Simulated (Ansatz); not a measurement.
Consider the following.

```
O2Si
1.0
    4.91656     0.00000     0.00000
   -2.45828     4.25787     0.00000
    0.00000     0.00000     5.43163
Si O
3 6
Cartesian
  1.30584   2.26178   1.81054
  2.30488   0.00000   0.00000
 -1.15244   1.99609   3.62109
  0.30488   1.75892   2.97556
  0.78257   3.64243   1.16501
 -1.08744   3.11437   4.78610
  2.76316   2.49894   2.45607
  3.24085   0.61543   4.26662
  1.37084   1.14349   0.64553
```

The cell is taken as given.

Transport runs along the normal of the first two printed cell vectors, the (001) plane of the conventional cell.

The gap is the functional's own, uncorrected, and κ follows it; spin-orbit coupling is left out. Mid-gap means the computed energy nearest the middle.

Problem. Give the band gap and the smallest decay constant κ at mid-gap that Ansatz (a program for electronic structure) with r2SCAN yields.

Solution. Gap 6.60 eV on a 12×12×6 mesh; κ = 0.510 1/Å, at the zone centre.
